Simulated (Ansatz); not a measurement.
monolayer SnSe2 under biaxial strain: band gap by PBE, rigid bands (plane waves, PAW, scalar-relativistic; Ansatz, a quantum-chemistry and plane-wave program). The unloaded cell, whose axes the loads refer to:

```
CELL_PARAMETERS angstrom
      3.86814     0.00000     0.00000
     -1.93407     3.34991     0.00000
      0.00000     0.00000    19.09975
ATOMIC_POSITIONS crystal
  Sn 0.00000 0.00000 0.50000
  Se 0.33333 0.66667 0.58352
  Se 0.66667 0.33333 0.41648
```

| biaxial strain (%) | band gap (eV) |
|---|---|
| -3 | 0.65 |
| -2 | 0.70 |
| -1 | 0.75 |
| 0 | 0.79 |
| 1 | ? |
| 2 | 0.86 |
| 3 | 0.88 |
| 5 | 0.93 |

Task: Fit a straight line to band gap against the load over the rows given, and predict the row at 1 %.

Result: The means are x̄ = 0.571 % and ȳ = 0.7943; Σ(x − x̄)(y − ȳ) = 1.733 and Σ(x − x̄)² = 49.71, so the slope is 34.9 meV per % of strain, and the rows given lie within 20 meV of the line. At 1 % the line gives 0.81 eV; the calculation gives 0.82 eV, 1.3 % from it.

Spin-orbit coupling is left out. Gaps are resolved to about 0.01 eV. The structure type is held at every load. Geometry: cell and atoms relaxed with PBE.

Model free-standing layer, not matched to a measured one here: monolayer SnSe2.
